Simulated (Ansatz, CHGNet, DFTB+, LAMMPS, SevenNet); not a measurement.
## Ladder of methods for the equilibrium volume per atom of SiO2 (P4₁2₁2, No. 92)

Reference value: 14.27 Å³/atom (measured, temperature not stated, not corrected to a static lattice, from a published cell, temperature and pressure not stated; as tabulated in Journal of Applied Physics 57, 1045 (1985)).

```tsv
level (code)	value (Å³/atom)
ionic model matsui1994 (rigid ions, LAMMPS)	12.39
Vashishta SiO.1994.vashishta (LAMMPS)	13.84
DFTB cp2k-nonscc-sid (DFTB+)	13.52
CHGNet-r²SCAN (CHGNet)	14.27
SevenNet-0 (SevenNet)	[?]
LDA (Ansatz)	[?]
PBE (Ansatz)	[?]
PBEsol (Ansatz)	14.78
PBE-D3(BJ) (Ansatz)	13.87
r²SCAN (Ansatz)	14.31
r²SCAN+rVV10 (Ansatz)	13.47
```

### Question
What belongs in the gaps?

### Answer

- SevenNet-0 (SevenNet), value (Å³/atom): 15.36
- LDA (Ansatz, a first-principles code), value (Å³/atom): 13.98
- PBE (Ansatz), value (Å³/atom): 15.29

Differences against the reference: ionic model matsui1994 -13.2 %, Vashishta SiO.1994.vashishta -3.0 %, DFTB cp2k-nonscc-sid -5.3 %, CHGNet-r²SCAN 0.0 %, SevenNet-0 +7.6 %, LDA -2.0 %, PBE +7.1 %, PBEsol +3.6 %, PBE-D3(BJ) -2.8 %, r²SCAN +0.3 %, r²SCAN+rVV10 -5.6 %.

Leaving aside ionic model matsui1994, Vashishta SiO.1994.vashishta, which can be fitted to such values or carry a doubt: The reference's temperature isn't stated, so close values are not ranked against it. Off by more than 3.8 % (a bound picked here): DFTB cp2k-nonscc-sid (-5.3 %), SevenNet-0 (+7.6 %), PBE (+7.1 %), r²SCAN+rVV10 (-5.6 %).

The measured value isn't corrected to a static lattice, so vibrations enter the comparison. A static lattice is as a rule a little smaller than the measured one.  DFTB cp2k-nonscc-sid: this tight-binding set is not self-consistent in the charges. Cutoffs differ between the levels. Ansatz's density-functional and Hartree–Fock values are scalar-relativistic unless marked +SOC, with PAW data made under PBE.

Empirical potentials (Vashishta SiO.1994.vashishta, ionic model matsui1994) are fitted to chosen data, which need not cover the solid at hand: agreement can be built in, and what lay outside the fit can be far off. Machine-learned potentials (CHGNet-r²SCAN, SevenNet-0) are trained on DFT data, which may include these solids.

Differences are worked out from the printed values.
